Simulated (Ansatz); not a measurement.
The starting structures come from a database of crystals and need not be the phases stable at ambient conditions.

 Where the default PAW files enter, the runs use the earlier of Ansatz's two default sets.

Inside the gap of an insulator the Bloch states are evanescent, with a wavenumber k + iκ along the transport direction.

Input:

```xyz
5
Lattice="4.5609 0.0036 0.0000 -0.0051 4.5609 0.0000 0.0000 0.0000 4.5609" Properties=species:S:1:pos:R:3 pbc="T T T"
K      0.0000     0.0000     2.2804
Hg     2.2779     2.2822     0.0000
F      4.5583     2.2840     0.0000
F      2.2804     0.0018     0.0000
F      2.2779     2.2822     2.2804
```

Space group of this cell: Cmmm, cubic perovskite. The cell was relaxed by PBE-D3(BJ); by r2SCAN its mean pressure is -1.6 GPa.

Transport runs along the normal of the first two printed cell vectors.

The gap is the functional's own. No spin-orbit coupling. Mid-gap values are interpolated on the energy grid.

**Question.** Give the band gap and the smallest decay constant κ at mid-gap that r2SCAN run with Ansatz (an electronic-structure program) yields.

**Answer.** Gap 1.09 eV on a 8×8×8 mesh; κ = 0.227 1/Å, at the zone centre.
